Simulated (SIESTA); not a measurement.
Input and output of a self-consistent single point for Sb (R-3m, 2 atoms in the cell) (SIESTA).

Computed with GGA PBEsol, numerical atomic orbitals DZP, PseudoDojo PBEsol standard norm-conserving potentials (rewritten from UPF to PSML) (SIESTA).

```
CELL_PARAMETERS angstrom
      3.97713    -2.16578     0.00000
      3.97713     2.16578     0.00000
      2.79774     0.00000     3.56101
ATOMIC_POSITIONS crystal
  Sb 0.23791 0.23791 0.23791
  Sb 0.76650 0.76650 0.76650
```

Reference input (self-consistent single point, DFT, GGA PBEsol, numerical atomic orbitals DZP, PseudoDojo PBEsol standard norm-conserving potentials (rewritten from UPF to PSML)): XC.functional = GGA; XC.authors = PBEsol; potentials = PseudoDojo PBEsol standard; PAO.BasisSize = DZP; PAO.EnergyShift = 0.01 Ry; MeshCutoff = 300 Ry; kgrid.MonkhorstPack = 9 9 9; OccupationFunction = FD; ElectronicTemperature = 100 meV; MaxSCFIterations = 150; SCF.Mixer.Method = Broyden; SCF.Mixer.Weight = 0.1. This run's input differs from it in these lines:

```diff
@@ -27,8 +27,8 @@
 %block kgrid.MonkhorstPack
-    9   0   0  0.0
-    0   9   0  0.0
-    0   0   9  0.0
+    8   0   0  0.0
+    0   8   0  0.0
+    0   0   8  0.0
 %endblock kgrid.MonkhorstPack
 OccupationFunction           FD
-ElectronicTemperature        100.0 meV
+ElectronicTemperature        300.0 meV
```

Output, abridged:

```
        iscf     Eharris(eV)        E_KS(eV)     FreeEng(eV)     dDmax    Ef(eV) dHmax(eV)
   scf:    1    -4939.295802    -4937.182370    -4937.411295  0.614014 -3.076270  2.840764
   scf:    2    -4937.283332    -4937.233464    -4937.462142  0.016262 -3.114581  2.453672
   scf:    3    -4937.467456    -4937.371096    -4937.598471  0.083940 -3.351298  0.105338
   scf:    4    -4937.372680    -4937.371907    -4937.599260  0.001462 -3.356246  0.076922
   scf:    5    -4937.374110    -4937.373332    -4937.600740  0.003619 -3.357525  0.007544
   [... 2 lines left out ...]
   scf:    8    -4937.372991    -4937.373103    -4937.600753  0.000213 -3.354453  0.001082
   scf:    9    -4937.373024    -4937.373063    -4937.600753  0.000082 -3.354001  0.000172
   scf:   10    -4937.373051    -4937.373057    -4937.600753  0.000014 -3.353941  0.000147
   scf:   11    -4937.373055    -4937.373056    -4937.600753  0.000003 -3.353937  0.000133
SCF Convergence by DM+H criterion
max |DM_out - DM_in|         :     0.0000032326
max |H_out - H_in|      (eV) :     0.0001333255
SCF cycle converged after 11 iterations

Using DM_out to compute the final energy and forces

siesta: E_KS(eV) =            -4937.3731

siesta: E_KS - E_eggbox =     -4937.3731

siesta: Atomic forces (eV/Ang):
     1    0.314278   -0.000000    0.104087
     2   -0.313734   -0.000000   -0.103907
   Tot    0.000543   -0.000000    0.000180
   Max    0.314278
   Res    0.190976    sqrt( Sum f_i^2 / 3N )
   Max    0.314278    constrained

Stress tensor Voigt[x,y,z,yz,xz,xy] (kbar):        8.79        5.81        6.14       -0.00        0.99        0.00
(Free)E + p*V (eV/cell)    -4937.8656
Target enthalpy (eV/cell)    -4937.6008

siesta: Program's energy decomposition (eV):
siesta: FreeEng =     -4937.600753

   [... lines left out ...]
siesta: Cell volume =         61.345961 Ang**3
siesta:          -6.91661792         10.32378208  kBar
   [... lines left out ...]

              0.128   0.082
   2 15.000   1.595   0.122   0.738   0.751   0.852   0.172   0.166   0.118
              2.006   2.004   2.005   2.006   2.005   0.088   0.119   0.042

              0.128   0.082

mulliken: Qtot =       30.000

Mulliken Atomic Populations:
Atom #   charge [q] valence [e]  Species
     1     0.000097   14.999903  Sb
     2    -0.000097   15.000097  Sb
 Total    -0.000000
```

The run converged in 11 iterations. Against the reference run the free energy goes down by 42.0 meV/atom, the pressure goes from -0.84 to -0.69 GPa and the largest force goes from 0.160 to 0.331 eV/Å.

The starting cell has typed, rounded lattice constants, without a prior relaxation at this level. Its lattice was rescaled by up to half a per cent. One atom was moved a little off its site on purpose. Values carry the incompleteness of an atom-centred basis.
